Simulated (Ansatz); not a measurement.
Ansatz (an electronic-structure program) run on RbAu5 (P6mm, 6 atoms in the cell): self-consistent single point.

Computed with PBEsol, default PAW files made with PBE (plane waves; Ansatz).

The change in words: lattice scaled by 0.98; kpoints.mp_grid.grid: 7 7 7 → 6 6 7; scf.occupations.width: 0.1 eV → 0.05 eV. Reference geometry:
```
CELL_PARAMETERS angstrom
      5.84731     0.00000     0.00000
     -2.92366     5.06392     0.00000
      0.00000     0.00000     4.52333
ATOMIC_POSITIONS crystal
  Rb 0.00000 0.00000 0.01105
  Au 0.66667 0.33333 0.00000
  Au 0.33333 0.66667 0.00000
  Au 0.50000 0.00000 0.50000
  Au 0.50000 0.50000 0.50000
  Au 0.00000 0.50000 0.50000
```

Reference input (self-consistent single point, DFT, PBEsol, plane waves, default PAW files made with PBE): basis.ecutwfc = 420 eV; kpoints.mp_grid.grid = 7 7 7; hamiltonian.xc = pbesol; hamiltonian.pseudopotentials = {kind: paw} (the program's default PAW files); scf.occupations.method = fermi_dirac; scf.occupations.width = 0.1 eV. This run's input differs from it in these lines:

Ansatz 0.2 input:
```diff
@@ -2,5 +2,5 @@
   lattice:
-    - [5.847311, 0.000000, 0.000000]
-    - [-2.923656, 5.063920, 0.000000]
-    - [0.000000, 0.000000, 4.523334]
+    - [5.730365, 0.000000, 0.000000]
+    - [-2.865183, 4.962642, 0.000000]
+    - [0.000000, 0.000000, 4.432867]
   atoms:
@@ -15,3 +15,3 @@
 kpoints:
-  mp_grid: { grid: [7, 7, 7] }
+  mp_grid: { grid: [6, 6, 7] }
 hamiltonian:
@@ -20,3 +20,3 @@
 scf:
-  occupations: { method: fermi_dirac, width: 0.1 }
+  occupations: { method: fermi_dirac, width: 0.05 }
 output:
```

Output, abridged:

```
SCF iter   1: F=—  HF=-68253.380660 eV  |F-HF|=—  |Δ(HF+E_count)|=         —  Δρ=5.34e-3  dr2=3.86e-2  ethr=1.77e-3  ⟨swp⟩=6.2  Hψ=6781  notcnv=0  defer=22
all-band conjugate gradients solve this SCF's bands
preconditioner: auto → LDOS
SCF iter   2: F=—  HF=-68253.382248 eV  |F-HF|=—  |Δ(HF+E_count)|=   1.59e-3  Δρ=5.44e-3  dr2=3.58e-2  ethr=3.71e-5  ⟨swp⟩=2.0  Hψ=3518  notcnv=0  defer=109
SCF iter   3: F=—  HF=-68253.371380 eV  |F-HF|=—  |Δ(HF+E_count)|=   1.09e-2  Δρ=4.56e-4  dr2=3.04e-4  ethr=3.44e-5  ⟨swp⟩=2.0  Hψ=2637  notcnv=0  defer=109
SCF iter   4: F=—  HF=-68253.371344 eV  |F-HF|=—  |Δ(HF+E_count)|=   3.60e-5  Δρ=9.10e-5  dr2=9.53e-6  ethr=2.92e-7  ⟨swp⟩=2.0  Hψ=2695  notcnv=0  defer=109
SCF iter   5: F=—  HF=-68253.371317 eV  |F-HF|=—  |Δ(HF+E_count)|=   2.71e-5  Δρ=3.27e-5  dr2=1.23e-6  ethr=9.16e-9  ⟨swp⟩=2.0  Hψ=3014  notcnv=0  defer=109
SCF iter   6: F=-68253.371317 eV  HF=-68253.371317 eV  |F-HF|=3.73e-8  |Δ(HF+E_count)|=   1.17e-7  Δρ=6.38e-6  dr2=6.31e-8  ethr=9.62e-11  ⟨swp⟩=9.0  Hψ=9064  notcnv=0
SCF 1 converged in 6 iterations: F = -68253.371317 eV  dr2 = 6.31e-8
Free energy (F): -68253.371317 eV
Internal energy: -68253.357328 eV  (E = F + TS)
E sigma→0 (E₀):  -68253.364323 eV
Entropy (-TS):   -0.013989 eV (-2.331 meV/atom)
Fermi energy:    15.437178 eV
--- Forces (eV/Å), atoms counted from 1 ---
  atom   1  Rb     0.00000000     0.00000000    -0.05191362
  atom   2  Au    -0.00000000    -0.00000000    -0.00932707
  atom   3  Au     0.00000000     0.00000000    -0.00932707
  atom   4  Au     0.00000000    -0.00000000     0.02346441
  atom   5  Au     0.00000000     0.00000000     0.02346441
  atom   6  Au    -0.00000000    -0.00000000     0.02346441
--- Stress (GPa, compression-positive) ---
        1.059914      -0.000000       0.000000
       -0.000000       1.059914       0.000000
       -0.000000      -0.000000       1.837849
  P = ⅓ Tr σ = 1.3192 GPa (13.192 kbar)
  The stress holds the Pulay correction. Without it, at fixed plane waves, as pw.x and ABINIT print it: P = 1.2854 GPa
```

The run converged in 6 iterations. Against the reference run the free energy drops by 11.1 meV/atom, the pressure goes from -4.24 to 1.32 GPa and the largest force goes from 0.042 to 0.052 eV/Å.

The starting cell comes from a database of computed structures (which also holds hypothetical and non-ambient phases and stackings), without a prior relaxation at this level. Its lattice was rescaled by up to half a per cent. One atom was moved a little off its site on purpose. For this run, on top of that: lattice scaled by 0.98. Spin-orbit coupling is off. Ansatz's pressure includes its estimate of the finite-basis (Pulay) stress.
